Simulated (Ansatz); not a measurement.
Arsenene on arsenene on arsenene (facing As atop As, which symmetry holds and which is mostly a maximum against sliding; arsenene a predicted or substrate-bound sheet, here free), space group P-3m1.

```
As
1.0
    3.57185     0.00000     0.00000
   -1.78592     3.09331     0.00000
    0.00000     0.00000    28.90000
As
6
Direct
  0.33333   0.66667   0.29551
  0.66667   0.33333   0.34387
  0.66667   0.33333   0.47583
  0.33333   0.66667   0.52418
  0.33333   0.66667   0.65613
  0.66667   0.33333   0.70449
```

All values below come from PBE+D3(BJ) (plane waves to 420 eV, PAW; Ansatz, a first-principles code). No spin–orbit coupling; PBE gaps are too small against experiment. Its k-point mesh 9×9×1, Fermi–Dirac width 0.01 eV. A dipole correction is on.

Q: List the levels next to the gap at Γ of this cell's own (folded) zone, from the top of the valence band (the table ends after a fixed count of bands, which can cut a degenerate set).

A: 
```tsv
band	E − E_v (eV)
v4	-0.204
v3	-0.189
v2	-0.189
v1	-0.094
c1	1.659
c2	1.990
c3	2.205
c4	3.237
```
